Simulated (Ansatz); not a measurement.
## Bulk modulus B0 of Cr₂Au (model structure, started from the MoSi2 type, I4/mmm, No. 139, 3 atoms in the cell) at several levels of theory

No measured value is used here.

```json
[
 {"level (code)": "LDA (Ansatz)", "value (GPa)": "237", "cell (Å³/atom)": "12.98"},
 {"level (code)": "PBE (Ansatz)", "value (GPa)": "192", "cell (Å³/atom)": "13.89"},
 {"level (code)": "PBEsol (Ansatz)", "value (GPa)": "220", "cell (Å³/atom)": "13.32"}
]
```

Spin-polarised start: LDA, PBE, PBEsol. Density-functional levels without +SOC have no spin–orbit coupling. LDA, PBE, PBEsol: the starting moments vanished in the run, and other orders were not tried. LDA, PBE, PBEsol: the bulk modulus is −V dP/dV from two relaxed cells at ±2 % in volume. Each level is taken at its own relaxed cell. Ansatz's density-functional and Hartree–Fock values are scalar-relativistic unless marked +SOC, with PAW data made under PBE.

A model structure was made by putting elements into a prototype or built by hand; it is no filed structure, need not be a known phase, and can be a saddle point held by its symmetry.

Ansatz is a program for electronic structure.
